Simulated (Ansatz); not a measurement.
A set of related cells and their density of states at the Fermi level.

Cell A: Zn (hcp, P6₃/mmc), 2 atoms in the cell, k-point mesh 30×30×12 on the run's own vectors.
```
Zn
1.0
    2.64719     0.00000     0.00000
   -1.32359     2.29253     0.00000
    0.00000     0.00000     5.02150
Zn
2
Direct
  0.33333   0.66667   0.75000
  0.66667   0.33333   0.25000
```

Cell B: Mo (bcc, Im-3m), 1 atom in the cell; spin state with PBE: run without spin, k-point mesh 26×26×26 on the run's own vectors.
```cif
data_Mo2
_chemical_formula_sum 'Mo2'
_space_group_name_H-M_alt 'Im-3m'
_space_group_IT_number 229
_space_group_name_Hall '-I 4 2 3'
_cell_length_a 3.16105
_cell_length_b 3.16105
_cell_length_c 3.16105
_cell_angle_alpha 90.000
_cell_angle_beta 90.000
_cell_angle_gamma 90.000
loop_
_atom_site_label
_atom_site_type_symbol
_atom_site_symmetry_multiplicity
_atom_site_Wyckoff_symbol
_atom_site_fract_x
_atom_site_fract_y
_atom_site_fract_z
_atom_site_occupancy
Mo1 Mo 2 a 0.00000 0.00000 0.00000 1
```
(The calculation used a cell of 1 atom; values per cell refer to that cell.)

Cell C: Ga (Cmce), 4 atoms in the cell, k-point mesh 16×16×14 on the run's own vectors.
```cif
data_Ga8
_chemical_formula_sum 'Ga8'
_space_group_name_H-M_alt 'Cmce'
_space_group_IT_number 64
_space_group_name_Hall '-C 2ac 2'
_cell_length_a 4.59141
_cell_length_b 7.73516
_cell_length_c 4.57701
_cell_angle_alpha 90.000
_cell_angle_beta 90.000
_cell_angle_gamma 90.000
loop_
_atom_site_label
_atom_site_type_symbol
_atom_site_symmetry_multiplicity
_atom_site_Wyckoff_symbol
_atom_site_fract_x
_atom_site_fract_y
_atom_site_fract_z
_atom_site_occupancy
Ga1 Ga 8 f 0.00000 0.15624 0.08311 1
```
(The calculation used a cell of 4 atoms; values per cell refer to that cell.)

Cell D: Al (fcc, Fm-3m), 1 atom in the cell, k-point mesh 26×26×26 on the run's own vectors.
```cif
data_Al4
_chemical_formula_sum 'Al4'
_space_group_name_H-M_alt 'Fm-3m'
_space_group_IT_number 225
_space_group_name_Hall '-F 4 2 3'
_cell_length_a 4.04147
_cell_length_b 4.04147
_cell_length_c 4.04147
_cell_angle_alpha 90.000
_cell_angle_beta 90.000
_cell_angle_gamma 90.000
loop_
_atom_site_label
_atom_site_type_symbol
_atom_site_symmetry_multiplicity
_atom_site_Wyckoff_symbol
_atom_site_fract_x
_atom_site_fract_y
_atom_site_fract_z
_atom_site_occupancy
Al1 Al 4 a 0.00000 0.00000 0.00000 1
```
(The calculation used a cell of 1 atom; values per cell refer to that cell.)

Cell E: Tl (hcp, P6₃/mmc), 2 atoms in the cell, k-point mesh 24×24×12 on the run's own vectors.
```yaml
crystal:
  lattice:
    - [3.59052, 0.00000, 0.00000]
    - [-1.79526, 3.10948, 0.00000]
    - [0.00000, 0.00000, 5.63774]
  atoms:
    - { symbol: Tl, position: [0.33333, 0.66667, 0.75000] }
    - { symbol: Tl, position: [0.66667, 0.33333, 0.25000] }
```

Cell F: In (I4/mmm), 1 atom in the cell, k-point mesh 24×24×24 on the run's own vectors.
```yaml
crystal:
  lattice:
    - [3.30711, 0.00000, 0.00000]
    - [0.00000, 3.30711, 0.00000]
    - [-1.65355, -1.65355, 2.51361]
  atoms:
    - { symbol: In, position: [0.00000, 0.00000, 0.00000] }
```

Cell G: Ta (bcc, Im-3m), 1 atom in the cell, k-point mesh 26×26×26 on the run's own vectors.
```
Ta
1.0
   -1.66022     1.66022     1.66022
    1.66022    -1.66022     1.66022
    1.66022     1.66022    -1.66022
Ta
1
Direct
  0.00000   0.00000   0.00000
```

Cell H: La (P6₃/mmc), 4 atoms in the cell, k-point mesh 18×18×6 on the run's own vectors.
```cif
data_La4
_chemical_formula_sum 'La4'
_space_group_name_H-M_alt 'P 1'
_space_group_IT_number 1
_cell_length_a 3.76949
_cell_length_b 3.76949
_cell_length_c 12.11315
_cell_angle_alpha 90.000
_cell_angle_beta 90.000
_cell_angle_gamma 120.000
loop_
_space_group_symop_operation_xyz
  'x, y, z'
loop_
_atom_site_label
_atom_site_type_symbol
_atom_site_fract_x
_atom_site_fract_y
_atom_site_fract_z
_atom_site_occupancy
La1 La 0.00000 0.00000 0.00000 1
La2 La 0.33333 0.66667 0.25000 1
La3 La 0.00000 0.00000 0.50000 1
La4 La 0.66667 0.33333 0.75000 1
```

Computed with Ansatz (plane waves, PAW), its default PAW set, cutoff 420 eV, 500 eV for r2SCAN. The structures are at rest with PBE; other levels are single points on them. Neutral cells; Fermi-Dirac smearing of at most 0.10 eV in the solids, energies taken to zero width. The lattices are those relaxed with PBE, so at other levels the solids can be strained, which adds to the spread. The runs are scalar-relativistic, without spin-orbit coupling. A dispersion term ran beside these levels; it doesn't touch the electrons. Both spins, broadened by a Gaussian of 0.2 eV on the run's mesh.

Task: Give the density of states at the Fermi level (states/eV per atom) at the level PBE, cell by cell.

Result: 
| cell | PBE |
|---|---|
| A | 0.21 |
| B | 0.64 |
| C | 0.23 |
| D | 0.38 |
| E | 0.48 |
| F | 0.46 |
| G | 1.3 |
| H | 1.7 |

With PBE the value is lowest for A and highest for H.

Task: Does the picture change with the functional?

Result: 
```tsv
cell	r2SCAN
A	0.19
B	0.57
C	0.20
D	0.35
E	0.46
F	0.43
G	1.3
H	1.5
```

With r2SCAN the value is lowest for A and highest for H.

Ansatz is a program for electronic structure.
